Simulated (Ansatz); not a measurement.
Consider YN in the rock salt structure (space group Fm-3m, No. 225; a = 4.8957 Å).

Computed with r2SCAN (Ansatz, a program for electronic structure), no spin-orbit coupling.

One change was made to it. Results:

```csv
quantity,base,after
volume per atom,14.67 Å³,27.34 Å³
band gap,0.58 eV,zero
```

Problem. What was done to the base?
A) N → I
B) N → B
C) Y → Rb

Solution. C, Y → Rb. For comparison, the volume per atom in the other runs: N → I gives 29.43 Å³; N → B gives 19.32 Å³.

The magnetic state is the one reached from the starting moments; the real material's order can differ, and small cells can't hold many antiferromagnetic ones. Stability against distortions was not tested. As relaxed here, RbN, YI and YB are hypothetical phases, not in the database extracts checked. Spin-polarised in the final run: RbN; the other runs are not. YI and YB have a high density of states at the Fermi level and may be magnetic at this level.
